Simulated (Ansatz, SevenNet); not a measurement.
# White tin (β-Sn), lattice parameter a

Reference value: 5.831 Å (measured, 293 K, not corrected to a static lattice; as tabulated in Wikipedia's data pages).

### Question
Put these levels in order of the lattice parameter a that they give for white tin (β-Sn), smallest first: Hartree–Fock (Ansatz, an electronic-structure program), SevenNet-l3i5, rVV10 (Ansatz), r²SCAN (Ansatz).

### Answer
r²SCAN (5.885 Å), SevenNet-l3i5 (5.933 Å), Hartree–Fock (5.965 Å), rVV10 (6.014 Å)

Differences against the reference: SevenNet-l3i5 +1.75 %, rVV10 +3.14 %, r²SCAN +0.93 %, Hartree–Fock +2.30 %.

The measured value isn't corrected to a static lattice, so vibrations enter the comparison.  Cutoffs and k meshes differ between the levels. Ansatz's density-functional and Hartree–Fock values are scalar-relativistic unless marked +SOC, with PAW data made under PBE.

Machine-learned potentials (SevenNet-l3i5) are trained on DFT data: a solid inside that data is no test of them.

Differences are worked out from the printed values.
